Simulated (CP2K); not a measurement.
## Parameter sweep on TiSi2 (Cmcm, 6 atoms in the cell)

```yaml
crystal:
  lattice:
    - [7.09772, 0.00000, 0.00000]
    - [-6.19149, 3.47032, 0.00000]
    - [0.00000, 0.00000, 3.62221]
  atoms:
    - { symbol: Ti, position: [0.89688, 0.10312, 0.75000] }
    - { symbol: Ti, position: [0.10312, 0.89688, 0.25000] }
    - { symbol: Si, position: [0.55825, 0.44175, 0.75000] }
    - { symbol: Si, position: [0.44175, 0.55825, 0.25000] }
    - { symbol: Si, position: [0.24969, 0.75031, 0.75000] }
    - { symbol: Si, position: [0.75031, 0.24969, 0.25000] }
```

Base run A: PBE, GPW, DZVP-MOLOPT-SR-GTH basis, GTH-PBE potentials (GTH_POTENTIALS) (CP2K), self-consistent single point.

Its settings: CUTOFF = 600 Ry; REL_CUTOFF = 50 Ry; SMEAR/METHOD = GAUSSIAN; SIGMA = 0.1 eV; KPOINTS/SCHEME = MONKHORST-PACK 5 5 5; XC_FUNCTIONAL = PBE; Ti/BASIS_SET = DZVP-MOLOPT-SR-GTH; Ti/POTENTIAL = GTH-PBE-q12; Si/BASIS_SET = DZVP-MOLOPT-SR-GTH; Si/POTENTIAL = GTH-PBE-q4; METHOD = GPW; EPS_DEFAULT = 1e-10; NGRIDS = 5; SCF_GUESS = ATOMIC; EPS_SCF = 1e-06; MAX_SCF = 100; ADDED_MOS = 8; MIXING/METHOD = BROYDEN_MIXING; MIXING/ALPHA = 0.3; MIXING/NBUFFER = 10.

The starting cell comes from a database of computed structures (which also holds hypothetical and non-ambient phases and stackings), without a prior relaxation at this level. Its lattice was rescaled by a random factor within 2.5 % of one. Spin polarisation is off. Values carry the incompleteness of an atom-centred basis. In the base run, with a pressure of about -4 GPa the cell is away from its equilibrium volume at this level. Without a gap this mesh is coarse (it stands for a supercell whose shortest vector is 18 Å).

ΔF is the free energy per atom less that of run A. 

Run A gave: pressure (GPa) -3.90; largest force (eV/Å) 0.140; iterations 14.

Runs:
- B: MIXING/BETA = 0.1 1/bohr
- C: MIXING/BETA = 0.3 1/bohr
- D: MIXING/BETA = 0.5 1/bohr
- E: MIXING/BETA = 1 1/bohr
- F: MIXING/BETA = 3 1/bohr

Task: Which runs reach the base run's state, and which is quickest in iterations?

Result: Runs B, C, D, E, F ended on the same solution as A (within 1 meV/atom). The fewest iterations to that state were 12 (D, E); the most were 22.

```tsv
run	ΔF (meV/atom)	pressure (GPa)	largest force (eV/Å)	iterations
A	0.00	-3.90	0.140	14
B	0.00	-3.90	0.140	13
C	0.00	-3.90	0.140	13
D	0.00	-3.90	0.140	12
E	0.00	-3.90	0.140	12
F	0.00	-3.90	0.140	22
```
